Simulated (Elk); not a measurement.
**Input and output of a self-consistent single point for BeBi3 (Pm-3m, 4 atoms in the cell) (Elk)**

Level of theory: PBE, all-electron FP-LAPW, Elk's shipped species files, default APW+lo basis run with Elk.

Input as run:

```
tasks
  0

xctype
  20

rgkmax
  7.0

stype
  1

swidth
  0.00999582

scale
  1.889726125

avec
    4.5129400000    0.0000000000    0.0000000000
    0.0000000000    4.5129400000    0.0000000000
    0.0000000000    0.0000000000    4.5129400000

atoms
  2   : nspecies
  'Bi.in'   : spfname
  3   : natoms; atposl, bfcmt below
  0.0000000000  0.5000000000  0.5000000000    0.0 0.0 0.0
  0.5000000000  0.5000000000  0.0000000000    0.0 0.0 0.0
  0.5000000000  0.0000000000  0.5000000000    0.0 0.0 0.0
  'Be.in'   : spfname
  1   : natoms; atposl, bfcmt below
  0.0000000000  0.0000000000  0.0000000000    0.0 0.0 0.0

ngridk
  5 5 5
```

Log, with long lists cut:

```
│ Elk code version 10.2.4 │

All units are atomic (Hartree, Bohr, etc.)

│ Ground-state run starting from atomic densities │

Lattice vectors :
   8.528220619       0.000000000       0.000000000
   0.000000000       8.528220619       0.000000000
   0.000000000       0.000000000       8.528220619

Unit cell volume      :    620.2621498
Brillouin zone volume :   0.3999118978

Muffin-tin inner radius fraction :   0.1000000000E-01

Nuclei treated as point charges

Species :    1 (Bi)
 parameters loaded from : Bi.in
 name : bismuth
 nuclear charge    :   -83.00000000
 electronic charge :    83.00000000
 atomic mass :    380947.9282
 muffin-tin radius :    2.800000000
 number of radial points in muffin-tin :    697
 atomic positions (lattice), magnetic fields (Cartesian) :
   1 :   0.00000000  0.50000000  0.50000000    0.00000000  0.00000000  0.00000000
   2 :   0.50000000  0.50000000  0.00000000    0.00000000  0.00000000  0.00000000
   3 :   0.50000000  0.00000000  0.50000000    0.00000000  0.00000000  0.00000000

Species :    2 (Be)
 parameters loaded from : Be.in
 name : beryllium
 nuclear charge    :   -4.000000000
 electronic charge :    4.000000000
 atomic mass :    16428.20279
 muffin-tin radius :    1.800000000
 number of radial points in muffin-tin :    297
 atomic positions (lattice), magnetic fields (Cartesian) :
   1 :   0.00000000  0.00000000  0.00000000    0.00000000  0.00000000  0.00000000

Total number of atoms per unit cell :    4

Spin treatment :
 spin-unpolarised

Number of Bravais lattice symmetries :   48
Number of crystal symmetries         :   48
Crystal has inversion symmetry
Real symmetric eigensolver will be used

k-point grid :      5     5     5
k-point offset :    0.000000000       0.000000000       0.000000000
k-point set is reduced with full crystal symmetry group
Total number of k-points :       10

Muffin-tin radius times maximum |G+k| :    7.000000000
 using average radius
Maximum |G+k| for APW functions       :    2.745098039
Maximum (1/2)|G+k|²                   :    3.767781622
Maximum |G| for potential and density :    12.00000000
 potential will be trimmed for |G| > 2 gkmax
Constant for pseudocharge density :    8
Radial integration step length :    4

G-vector grid sizes :     35    35    35
Number of G-vectors :    18037

Maximum angular momentum used for
 APW functions                      :    8
 outer part of muffin-tin           :    6
 inner part of muffin-tin           :    1

Total nuclear charge    :   -253.0000000
Total core charge       :    206.0000000
Total valence charge    :    47.00000000
Total excess charge     :    0.000000000
Total electronic charge :    253.0000000

Effective Wigner radius, rₛ :   0.8364796565

Number of empty states         :   16
Total number of valence states :   40
Total number of core states    :  206

Total number of local-orbitals :   49

Exchange-correlation functional :     20     0     0
 Perdew-Burke-Ernzerhof, Phys. Rev. Lett. 77, 3865 (1996)
 gradient requirement :    1
 generalised gradient approximation (GGA)

Smearing type :    1
 Methfessel-Paxton order 1, Phys. Rev. B 40, 3616 (1989)
Smearing width :   0.9995820000E-02
Effective electronic temperature (K) :    3156.430308

Mixing type :    3
 Broyden mixing, J. Phys. A: Math. Gen. 17, L317 (1984)

Kohn-Sham potential initialised from atomic data

│ Self-consistent loop started │
│ Loop number : 1 │
 total energy                :     -64780.9536181
│ Loop number : 2 │
 total energy                :     -64781.0073073
RMS change in Kohn-Sham potential (target) :    3.668449609     (  0.1000000000E-05)
Absolute change in total energy (target)   :   0.5368915655E-01 (  0.1000000000E-03)
│ Loop number : 3 │
 total energy                :     -64773.1225834
RMS change in Kohn-Sham potential (target) :    2.434360176     (  0.1000000000E-05)
Absolute change in total energy (target)   :    7.871301554     (  0.1000000000E-03)
│ Loop number : 4 │
 total energy                :     -64764.7952813
RMS change in Kohn-Sham potential (target) :   0.8804738008     (  0.1000000000E-05)
Absolute change in total energy (target)   :    10.29512755     (  0.1000000000E-03)
│ Loop number : 5 │
 total energy                :     -64761.2831900
RMS change in Kohn-Sham potential (target) :   0.2474252290     (  0.1000000000E-05)
Absolute change in total energy (target)   :    6.085873162     (  0.1000000000E-03)
│ Loop number : 6 │
 total energy                :     -64760.2331037
RMS change in Kohn-Sham potential (target) :   0.6091435611E-01 (  0.1000000000E-05)
Absolute change in total energy (target)   :    2.571554592     (  0.1000000000E-03)
│ Loop number : 7 │
 total energy                :     -64759.8530392
RMS change in Kohn-Sham potential (target) :   0.4236011620E-02 (  0.1000000000E-05)
Absolute change in total energy (target)   :    1.022953135     (  0.1000000000E-03)
│ Loop number : 8 │
 total energy                :     -64759.8089566
RMS change in Kohn-Sham potential (target) :   0.2161665421E-02 (  0.1000000000E-05)
Absolute change in total energy (target)   :   0.2998208556     (  0.1000000000E-03)
│ Loop number : 9 │
 total energy                :     -64759.7738883
RMS change in Kohn-Sham potential (target) :   0.3194891422E-03 (  0.1000000000E-05)
Absolute change in total energy (target)   :   0.1100235551     (  0.1000000000E-03)
│ Loop number : 10 │
 total energy                :     -64759.7663120
RMS change in Kohn-Sham potential (target) :   0.2516785210E-04 (  0.1000000000E-05)
Absolute change in total energy (target)   :   0.3508222633E-01 (  0.1000000000E-03)
│ Loop number : 11 │
 total energy                :     -64759.7663481
RMS change in Kohn-Sham potential (target) :   0.1064084192E-04 (  0.1000000000E-05)
Absolute change in total energy (target)   :   0.8734365409E-02 (  0.1000000000E-03)
│ Loop number : 12 │
 total energy                :     -64759.7662355
RMS change in Kohn-Sham potential (target) :   0.1149601850E-04 (  0.1000000000E-05)
Absolute change in total energy (target)   :   0.2296206541E-02 (  0.1000000000E-03)
│ Loop number : 13 │
 total energy                :     -64759.7662538
RMS change in Kohn-Sham potential (target) :   0.7014031708E-05 (  0.1000000000E-05)
Absolute change in total energy (target)   :   0.5558170596E-03 (  0.1000000000E-03)
│ Loop number : 14 │
 total energy                :     -64759.7661037
RMS change in Kohn-Sham potential (target) :   0.1383608427E-05 (  0.1000000000E-05)
Absolute change in total energy (target)   :   0.2889724128E-03 (  0.1000000000E-03)
│ Loop number : 15 │
 total energy                :     -64759.7660382
RMS change in Kohn-Sham potential (target) :   0.4376133826E-06 (  0.1000000000E-05)
Absolute change in total energy (target)   :   0.1377834269E-03 (  0.1000000000E-03)
│ Loop number : 16 │
 total energy                :     -64759.7660331
RMS change in Kohn-Sham potential (target) :   0.1024657852E-06 (  0.1000000000E-05)
Absolute change in total energy (target)   :   0.3956833098E-04 (  0.1000000000E-03)
Convergence targets achieved

│ Loop number : 17 │

Energies :
 Fermi                       :     0.318693794229
 sum of eigenvalues          :     -40114.4669259
 electron kinetic            :      75751.4723553
 core electron kinetic       :      75306.7248693
 Coulomb                     :     -139311.625931
 Coulomb potential           :     -114296.300770
 nuclear-nuclear             :     -4004.56517532
 electron-nuclear            :     -156317.820740
 Hartree                     :      21010.7599849
 Madelung                    :     -82163.4755454
 xc potential                :     -1569.63851082
 exchange                    :     -1184.16891729
 correlation                 :     -15.4435385977
 total energy                :     -64759.7660312

Density of states at Fermi energy :    56.01762192
 (states/Hartree/unit cell)

Estimated indirect band gap :   0.7335117410E-02
 from k-point      5 to k-point      2
Estimated direct band gap   :   0.2925268783E-01
 at k-point      4

Charges :
 core                        :    206.0000000
 valence                     :    47.00000000
 interstitial                :    6.427567235
 muffin-tins (core leakage)
  species :    1 (Bi)
   atom    1                 :    81.33430240     (  0.6908490102E-03)
   atom    2                 :    81.33430240     (  0.6908490102E-03)
   atom    3                 :    81.33430240     (  0.6908490102E-03)
  species :    2 (Be)
   atom    1                 :    2.569525562     (  0.1077848741E-02)
 total in muffin-tins        :    246.5724328
 total calculated charge     :    252.9951286
 total charge                :    253.0000000
 error                       :   0.4871381917E-02

│ Self-consistent loop stopped │
```

The run converged in 17 iterations. The count includes the last loop, which Elk runs after its targets are met.

The starting cell was generated: these elements placed on a structure prototype, without a prior relaxation; it need not be a known phase or ordering of this composition. Spin-orbit coupling is off. Values depend on the basis (sphere radii, cutoffs, local orbitals), which need not be converged. The log's line on a gap gives a spacing of levels on this mesh, which the program prints for metals too.
